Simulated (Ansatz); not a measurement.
## Interlayer binding energy of 1T (CdI2-type) MgI₂ at several levels of theory

No measured value is used here.

| level (code) | value (meV/Å²) | cell (Å³/atom) |
|---|---|---|
| LDA (Ansatz) | 7.4 | 32.08 |
| PBE (Ansatz) | 0.5 | 40.11 |
| PBE-D3(BJ) (Ansatz) | 13.7 | 33.54 |
| r²SCAN-D4 (Ansatz) | 9.0 | 34.91 |
| PBE0-D3(BJ) (Ansatz) | 16.4 | 33.54 |

LDA: LDA has no dispersion term either, though it tends to give short spacings of layers, chains or molecules. PBE: the cell comes from a level without a dispersion term, which matters for the spacing of layers, chains or molecules. Values are at the level's own equilibrium cell; PBE0-D3(BJ) at the PBE-D3(BJ) cell. Ansatz's density-functional and Hartree–Fock values are scalar-relativistic unless marked +SOC, with PAW data made under PBE.

Ansatz is a quantum-chemistry and plane-wave program.
